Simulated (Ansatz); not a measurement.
**Response to strain in ZnSe**

Consider ZnSe in the zinc blende structure (space group F-43m, No. 216; a = 5.666 Å). Axes: x, y, z lie along the cube axes.

Strains are applied to the cell and any free atomic positions relax; under biaxial strain the out-of-plane vector relaxes too.

Computed with DFT with r2SCAN, PAW potentials and a 500 eV plane-wave cutoff in Ansatz (an electronic-structure program), no spin-orbit coupling.

Notes on the quantities. energy relative to the base: free energy F; in-plane stress: mean in-plane stress (compression positive).

```tsv
variant	energy relative to the base	in-plane stress	volume per atom
base	0 meV/atom	–	22.73 Å³
biaxial strain −3.00 %, plane normal [001], relaxed out of plane	+11 meV/atom	+2.7 GPa	22.12 Å³
biaxial strain −2.50 %, plane normal [001], relaxed out of plane	+7.6 meV/atom	+2.2 GPa	22.23 Å³
biaxial strain −2.00 %, plane normal [001], relaxed out of plane	+4.8 meV/atom	+1.7 GPa	22.33 Å³
biaxial strain −1.50 %, plane normal [001], relaxed out of plane	+2.7 meV/atom	+1.3 GPa	22.44 Å³
biaxial strain −1.00 %, plane normal [001], relaxed out of plane	+1.2 meV/atom	+0.8 GPa	22.54 Å³
biaxial strain −0.50 %, plane normal [001], relaxed out of plane	+0.3 meV/atom	+0.4 GPa	22.63 Å³
```

Stability against distortions was not tested.
